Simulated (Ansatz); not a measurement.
```
MoSi2
1.0
    3.20602     0.00000     0.00000
    0.00000     3.20602     0.00000
    1.60301    -1.60301     3.90391
Si Mo
2 1
Cartesian
  1.60301   1.60301   1.28741
  3.20602   0.00000   2.61650
  0.00000   0.00000   0.00000
```

No spin polarisation.

Level of theory: PBEsol (Ansatz, a first-principles code; PAW; 420 eV plane waves; no spin-orbit coupling). Γ-centred 25×25×25 mesh, Fermi–Dirac width 0.1 eV.

Q: What is the computed band gap?

A: Zero.

Q: What is the computed pressure (mean of the normal stresses, compression positive)?

A: -1.6 GPa.

The cells carry an imposed strain or load. No phonon test of stability was made. The final runs are not spin-polarised. The cell was made from MoSi₂ (space group I4/mmm, No. 139) by this change: biaxial strain +0.50 %, plane normal [001], relaxed out of plane.
